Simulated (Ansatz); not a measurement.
Start from MgI2 in the CdI2 type structure (space group P-3m1, No. 164; a = 4.1244 Å, c = 6.8311 Å; layered, stacked along the Cartesian z axis). Axes: x lies along a and z along c of the hexagonal cell.

Calculations: Kohn–Sham DFT with the PBE-D3(BJ) functional, run in Ansatz (a program for electronic structure) with PAW and 420 eV plane waves, without spin-orbit coupling.

Strains are applied to the cell and any free atomic positions relax.

One change was made to it. Results:

The pressure (mean of the normal stresses, compression positive) goes from zero to 0.35 GPa; the valence-band top at Γ (three highest levels, from the VBM) becomes 0.00, -0.19, -0.19 eV (base: 0.00, -0.04, -0.04 eV); the band gap falls by 0.128 eV, from 3.52 eV to 3.40 eV; the largest internal atomic displacement comes out as 0.030 Å.

Problem. Which of these changes matches the shifts?
(A) uniaxial strain ε_zz = −1.00 %
(B) uniaxial strain ε_zz = +2.00 %
(C) uniaxial strain ε_zz = −2.50 %
(D) uniaxial strain ε_zz = +3.00 %
(E) uniaxial strain ε_zz = +1.50 %

Solution. C, uniaxial strain ε_zz = −2.50 %. For comparison, the band gap in the other runs: uniaxial strain ε_zz = +2.00 % gives 3.56 eV; uniaxial strain ε_zz = +1.50 % gives 3.56 eV; uniaxial strain ε_zz = +3.00 % gives 3.56 eV; uniaxial strain ε_zz = −1.00 % gives 3.47 eV.

Spin-orbit coupling, missing from the scalar runs, can matter with I. Whether these cells are dynamically stable was not tested.
